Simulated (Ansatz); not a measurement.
The starting structures come from a database of crystals and need not be the phases stable at ambient conditions.

Tunnelling through a barrier is set by its complex band structure: the current falls as exp(−2κd) with the smallest κ.

Input:

```
CELL_PARAMETERS angstrom
      6.35325     0.00000     0.00000
     -0.53309     6.33084     0.00000
      2.91008     3.16542     7.13011
ATOMIC_POSITIONS crystal
  K  0.25000 0.75000 0.50000
  K  0.75000 0.25000 0.50000
  K  0.72718 0.27282 0.00000
  K  0.27282 0.72718 0.00000
  P  0.85925 0.85925 0.84920
  P  0.14075 0.14075 0.15080
  P  0.29155 0.29155 0.84920
  P  0.70845 0.70845 0.15080
  P  0.15150 0.15150 0.69700
  P  0.84850 0.84850 0.30300
```

Space group of this cell: Fmmm. The cell is taken as given.

Transport runs along the normal of the first two printed cell vectors.

No gap correction and no spin-orbit coupling; mid-gap values are interpolated between computed energies.

Predict the band gap and the smallest decay constant κ at mid-gap from PBEsol in Ansatz (a quantum-chemistry and plane-wave program).

Gap 0.62 eV on a 6×6×6 mesh; κ = 0.145 1/Å, at (0.500, 0.500) of the in-plane reciprocal vectors. At the zone centre, at the nearest computed energy, the slowest state has κ = 0.27 1/Å.
